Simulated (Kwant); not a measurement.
System: wire with a row of barriers in a ZnO two-dimensional gas. Effective mass 0.3 mₑ, grid spacing 2.5 nm, hard walls, nominal width 60 nm (23 grid rows, so walls 60 nm apart), one parabolic valley, scattering region 250 nm long along x; energies count from the band bottom; Fermi energy swept from 0.00027854 to 0.0033077 eV. 2 barrier(s) across the wire, height 0.0081 eV, thickness 7.5 nm (about 3 grid columns), spaced by 40 nm.

Constants are typed, rounded textbook-type inputs, not results; the design itself was drawn at random and stands for no fabricated device.

Model: effective-mass tight-binding model on a square grid, one spin, coherent transport at 0 K (Kwant). Conductance is in e²/h.

Q: How many channels do the leads carry at E = 1.94, 2.28 meV?

A: The hard-wall thresholds are n² ħ²π²/(2mW²) = n² × 0.348 meV with W = 60 nm. √(1.94/0.348) = 2.36, so 2. √(2.28/0.348) = 2.56, so 2.
